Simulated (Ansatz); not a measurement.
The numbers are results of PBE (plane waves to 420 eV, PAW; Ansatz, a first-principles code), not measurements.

Host crystal: anatase TiO2, with a band gap (PBE, scalar-relativistic without spin-orbit coupling).

Plane-averaged electrostatic potential energy along the normal, in eV from the Fermi level, for Ti on the 1x1 (101) surface of anatase TiO2 (cut with top plane O), one in a 2x1 cell, started at the site 'bridge O-O-O (span 3.8 Å)':

| z (Å) | V (eV) |
|---|---|
| 5.34 | 4.81 |
| 5.64 | 4.81 |
| 5.94 | 4.81 |
| 6.23 | 4.81 |
| 6.53 | 4.81 |
| 6.83 | 4.81 |
| 7.12 | 4.80 |
| 7.42 | 4.80 |
| 7.72 | 4.79 |
| 8.02 | 4.76 |
| 8.31 | 4.66 |
| 8.61 | 4.40 |
| 8.91 | 3.55 |
| 9.20 | 1.14 |
| 9.50 | -1.47 |
| 9.80 | -5.02 |
| 10.09 | -8.24 |
| 10.39 | -11.35 |
| 10.69 | -12.93 |
| 10.98 | -11.21 |
| 11.28 | -7.43 |
| 11.58 | -3.97 |
| 11.88 | -1.85 |
| 12.17 | -0.10 |
| 12.47 | 1.01 |
| 12.77 | -0.01 |
| 13.06 | -2.25 |
| 13.36 | -4.61 |
| 13.66 | -7.67 |
| 13.95 | -11.68 |
| 14.25 | -13.62 |
| 14.55 | -11.34 |
| 14.84 | -7.02 |
| 15.14 | -3.95 |
| 15.44 | -1.93 |
| 15.73 | -0.29 |
| 16.03 | 0.39 |
| 16.33 | -0.95 |
| 16.62 | -3.40 |
| 16.92 | -5.27 |
| 17.22 | -7.22 |
| 17.52 | -10.69 |
| 17.81 | -12.33 |
| 18.11 | -11.40 |
| 18.41 | -9.29 |
| 18.70 | -8.21 |
| 19.00 | -6.39 |
| 19.30 | -4.08 |
| 19.59 | -1.45 |
| 19.89 | 0.96 |
| 20.19 | 2.16 |
| 20.48 | 2.68 |
| 20.78 | 2.93 |
| 21.08 | 3.06 |
| 21.38 | 3.12 |
| 21.67 | 3.16 |
| 21.97 | 3.18 |
| 22.27 | 3.19 |
| 22.56 | 3.19 |
| 22.86 | 3.19 |
| 23.16 | 3.20 |
| 23.45 | 3.20 |

Model: 37-atom slab, 9.4 Å thick at the start under the adsorbate (thin: gaps and levels are the slab's own), 3x4x1 mesh, Fermi-Dirac 0.01 eV, dipole correction, 14 atoms held, the rest relaxed; no symmetry held; spin-polarised, ending with about 1.4 μB a cell, a value that depends on the mesh; orders that need a larger cell were not tried, no spin-orbit, no U, no dispersion correction. The slab shows no gap over 0.04 eV on its mesh. At the end it is bonded to 4 O + 5 Ti. In PBE it is, or lies within 0.03 eV of, the lowest of the starts that converged.

Q: The surface cell has an area of 39.58 Å². What dipole along the normal does the step between the two vacuum levels imply?

A: the top vacuum level lies 1.61 eV below the bottom one; p = −ε₀ A ΔV (ε₀ = 0.005526 e/(V·Å)) gives 0.35 e·Å a cell.
